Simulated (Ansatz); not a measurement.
Ag on the 1x1 (110) surface of rutile TiO2 (cut with top plane O), one in a 2x1 cell, started at the site 'top O'

Host crystal: rutile TiO2, with a band gap (PBE, scalar-relativistic without spin-orbit coupling).

All values below come from PBE (plane waves to 420 eV, PAW; Ansatz, a first-principles code).

Slab: 49 atoms, 12.7 Å thick at the start under the adsorbate; k 4x3x1, smearing 0.01 eV, dipole-corrected; 24 atoms held, the rest relaxed; symmetry of the start imposed; spin-polarised, ending with about 0.8 μB a cell, a value that depends on the mesh; orders that need a larger cell were not tried, no spin-orbit, no U, no dispersion correction. The slab shows no gap over 0.04 eV on its mesh. At the end it is bonded to O. In PBE it is, or lies within 0.03 eV of, the lowest of the starts that converged.

The adsorption energy against an atom of fcc Ag is 2.20 eV, the change of the step from the bottom to the top vacuum level, against the clean slab is -1.22 eV and the energy released by relaxation comes out as 0.14 eV. The height of the binding atom over the mean of the host atoms within 0.3 Å of the top one comes out as 2.244 Å and the nearest host atoms of the binding atom comes out as O at 2.23 Å, Ti at 3.69 Å, Ti at 3.69 Å. The largest move of a host atom comes out as 0.05 Å.

A negative adsorption energy means that the adsorbate is more stable on the surface than in its reference.
